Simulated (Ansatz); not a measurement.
## What x(Pb) = 0.667, 3 atoms, I4/mmm does to Mo

Start from Mo in the bcc (W type) structure (space group Im-3m, No. 229; a = 3.1296 Å).

The other end (x = 1) is Pb in the bcc (W type) structure (space group Im-3m, No. 229; a model cell, its experimental status unchecked): 30.01 Å³/atom, gap zero; this end may not be an ambient phase.

Now apply this change: a fraction x = 0.667 of the Mo sites is given to Pb, ordered in a cell of 3 atoms (starting symmetry I4/mmm) and fully relaxed.

Computed with plane-wave PAW DFT at the PBEsol level (Ansatz, a first-principles code, 420 eV), no SOC. k-mesh 18×18×18 (Γ-centred); smearing 0.05 eV (Fermi–Dirac), for the changed cell.

```yaml
volume_per_atom: 21.52 Å³ (base 15.33 Å³)
density: 13.13 g/cm³ (base 10.40 g/cm³)
shortest_interatomic_distance: 2.980 Å (base 2.710 Å)
band_gap: zero (base zero)
mixing_energy: "+0.58 eV/atom (to 0.01 eV only: unlike meshes or grids) (against an end that may be hypothetical)"
```

Final structure:

```xyz
3
Lattice="-1.8188 1.8188 4.8787 1.8188 -1.8188 4.8787 1.8188 1.8188 -4.8787" Properties=species:S:1:pos:R:3 pbc="T T T"
Pb     0.0000     0.0000     6.3828
Mo     0.0000     0.0000     0.0000
Pb     0.0000     0.0000     3.3746
```

Cost of the whole job for the changed cell (relaxation, final SCF and bands): around 5 core-minutes (rough).

Each cell is one ordered arrangement of few atoms, which overstates ordering effects compared with a random alloy. No phonon test of stability was made. All final runs are without spin polarisation. MoPb2 has a high density of states at the Fermi level and may be magnetic at this level. This is not the structure that Pb has at room temperature and ambient pressure.
